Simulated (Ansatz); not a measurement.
# Sc under a change: x(Ca) = 0.75, 8 atoms, C2

Consider Sc in the hcp (Mg type) structure (space group P6_3/mmc, No. 194; a = 3.277 Å, c = 5.085 Å).

The other end (x = 1) is Ca in the hcp (Mg type) structure (space group P6_3/mmc, No. 194; a model cell): 40.77 Å³/atom, gap zero; this end may not be an ambient phase.

Perturbation: a fraction x = 0.75 of the Sc sites is given to Ca, ordered in a cell of 8 atoms (starting symmetry C2) and fully relaxed.

All numbers come from Ansatz (a first-principles code) PBEsol, scalar-relativistic without spin-orbit coupling. Settings: 9×9×7 k-points, 0.05 eV Fermi–Dirac smearing, for the changed cell.

The density shrinks by 1.20 g/cm³ to 1.96 g/cm³ and the shortest interatomic distance goes up by 0.319 Å to 3.488 Å. The band gap remains zero and the mixing energy is +0.19 eV/atom (to 0.01 eV only: unlike meshes or grids). The deviation of the volume from the linear (Vegard-type) interpolation comes out as -4.0 %.

Cost of the whole job for the changed cell (relaxation, final SCF and bands): around 23 core-minutes (rough).

Each cell is one ordered arrangement of few atoms, which overstates ordering effects compared with a random alloy. No phonon test of stability was made. All final runs are without spin polarisation. Ca3Sc has a high density of states at the Fermi level and may be magnetic at this level. This is not the structure that Ca has at room temperature and ambient pressure.
